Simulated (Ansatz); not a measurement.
The starting structures come from a database of crystals and need not be the phases stable at ambient conditions.

**Evanescent states of K₄HgAs₂ (R-3m, not sure to be the ambient phase, 7 atoms a cell, 38.2 Å³ an atom) along the normal of (101)**

Computed with r2SCAN (plane waves, PAW; Ansatz, a program for electronic structure).

The gap is the functional's own. No spin-orbit coupling. Mid-gap values are interpolated on the energy grid.

Energies count from the valence-band top; κ is the least over a 6×4 mesh across the current.

| E (eV) | κ (1/Å) | where |
|---|---|---|
| 0.04 | 0.105 | off Γ |
| 0.10 | 0.171 | off Γ |
| 0.17 | 0.190 | off Γ |
| 0.24 | 0.204 | off Γ |
| 0.32 | ___ | Γ |
| 0.39 | ___ | Γ |
| 0.46 | ___ | Γ |
| 0.53 | ___ | Γ |
| 0.59 | ___ | Γ |
| 0.67 | ___ | Γ |
| 0.73 | ___ | Γ |
| 0.81 | ___ | Γ |
| 0.88 | 0.124 | Γ |
| 0.94 | 0.103 | Γ |
| 1.01 | 0.075 | Γ |
| 1.08 | 0.005 | Γ |

Complete the blanks.


- 0.32, κ (1/Å): 0.203
- 0.39, κ (1/Å): 0.197
- 0.46, κ (1/Å): 0.191
- 0.53, κ (1/Å): 0.184
- 0.59, κ (1/Å): 0.176
- 0.67, κ (1/Å): 0.166
- 0.73, κ (1/Å): 0.154
- 0.81, κ (1/Å): 0.141
